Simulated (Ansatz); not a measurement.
# C: stress against strain

C (diamond, Fd-3m, 5.641 Å³/atom at rest) under an equal strain ε in the (111) plane with the normal axis free, as in a coherent film. r2SCAN in Ansatz, a plane-wave DFT program (PAW, default set), 500 eV, 16×16×16 Γ-centred mesh, Fermi-Dirac smearing 0.05 eV; ions are relaxed within the symmetry of each cell. Stress is positive for a compressed cell.

Here s stands for strain and y for stress xx.

```
strain (%)  stress xx (GPa)
----------  ---------------
-2.50                     ?
-1.25                 17.05
-0.83                 11.11
-0.42                  5.52
0.00                   0.01
0.42                  -5.30
0.83                 -10.27
1.25                 -15.17
```

### Question
Fit y against s with a straight line, and predict the withheld value at s = -2.50.

### Answer
Means: s 0, y 0.421. About the means, the sum of products is -62.565 and the sum of squares of s is 4.8556; the slope is their ratio. Least squares gives y = 0.421 - 12.8851·s. Residuals (row less fit): 0.523, -0.006, -0.313, -0.411, -0.309, 0.004, 0.515; standard error 0.425 (degrees of freedom: 5). The slope gives the biaxial elastic modulus of this plane = 1289 ± 19 GPa. At the withheld row, y = 0.421 - 12.8851 × (-2.50) = 32.634 GPa. The calculation gives 36.12 GPa, 3.486 GPa above the prediction (6.8 % of the range of y in the table). The row lies outside the fitted rows, so this is an extrapolation. From the scatter of the fitted rows alone, a prediction at this place has a standard error of 0.662 GPa, so the miss is 5.3 times that.

One order more, fitted to all 13 runs of the series, follows each within 0.06, so the miss is the next term of a smooth law. Rows are the converged runs of the series near zero and its far end; series whose fitted rows scatter by over a few per cent of the range, as at a crossing or softening among them, aren't shown in this form. Most that stay on the fit to the last digits aren't either.
